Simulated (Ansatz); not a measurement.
We consider fluorite AuAl2, described by PBE in Ansatz (PAW).

Input:

Ansatz 0.2 input:
```yaml
crystal:
  lattice:
    - [0.0, 3.089965065, 3.089965065]
    - [3.089965065, 0.0, 3.089965065]
    - [3.089965065, 3.089965065, 0.0]
  atoms:
    - { symbol: Al, position: [0.25, 0.25, 0.25] }
    - { symbol: Al, position: [0.75, 0.75, 0.75] }
    - { symbol: Au, position: [0.0, 0.0, 0.0] }
basis:
  ecutwfc: 520
  ecutrho_ratio: 4
  xc_grid: 2
kpoints:
  mp_grid: { grid: [16, 16, 16] }
hamiltonian:
  xc: pbe
  dispersion: none
  pseudopotentials: { kind: paw }
scf:
  occupations: { method: fermi_dirac, width: 0.05 }
  convergence: { dr2_threshold: 0.0000000003 }
output:
  forces: true
  stress: true
  eigenvalues: true
```

From the output:

```
Crystal: 3 atoms, lattice volume = 59.005 Å³
Basis set: ecut = 520 eV, 1639 PW (Γ), exchange–correlation on 72×72×72 points (8 copies of the dense FFT grid, shifted against one another)
Bands: 17, of which v1, the nominal top of the filled ones, is band 13 counted from 1 (12 counted from 0)
Symmetry: 48 space group operations
Space group: Fm-3m (ITA 225), of the structure as read, at distance tolerance 3.9e-5 Å
k-points: 145 of 4096
Functional: x = pbe(κ = 0.804, μ = 0.2195149727645171), c = pbe(β = 0.06672455060314922)
SCF iter   1: F=—  HF=-14225.582323 eV  |F-HF|=—  |Δ(HF+E_count)|=         —  Δρ=3.19e-3  dr2=6.49e-3
SCF iter   2: F=—  HF=-14225.581973 eV  |F-HF|=—  |Δ(HF+E_count)|=   3.50e-4  Δρ=1.17e-3  dr2=7.64e-4
  ...
SCF iter   7: F=—  HF=-14225.582547 eV  |F-HF|=—  |Δ(HF+E_count)|=   7.80e-7  Δρ=2.75e-6  dr2=4.74e-9
SCF iter   8: F=-14225.582547 eV  HF=-14225.582547 eV  |F-HF|=2.91e-11  |Δ(HF+E_count)|=  8.82e-10  Δρ=3.08e-7  dr2=3.11e-11
SCF 1 converged in 8 iterations: F = -14225.582547 eV  dr2 = 3.11e-11
SCF converged after 8 iterations
Free energy (F): -14225.582547 eV
Internal energy: -14225.574019 eV  (E = F + TS)
E sigma→0 (E₀):  -14225.578283 eV
Fermi energy:    10.024776 eV
--- Forces (eV/Å), atoms counted from 1 ---
  atom   1  Al     0.00000000     0.00000000    -0.00000000
  atom   2  Al    -0.00000000    -0.00000000    -0.00000000
  atom   3  Au    -0.00000000     0.00000000    -0.00000000
--- Stress (GPa, compression-positive) ---
       -5.283123       0.000000      -0.000000
        0.000000      -5.283123       0.000000
        0.000000      -0.000000      -5.283123
  P = ⅓ Tr σ = -5.2831 GPa (-52.831 kbar)
```

The cell is one volume of an energy–volume scan, off the minimum.

Ansatz is an electronic-structure program.
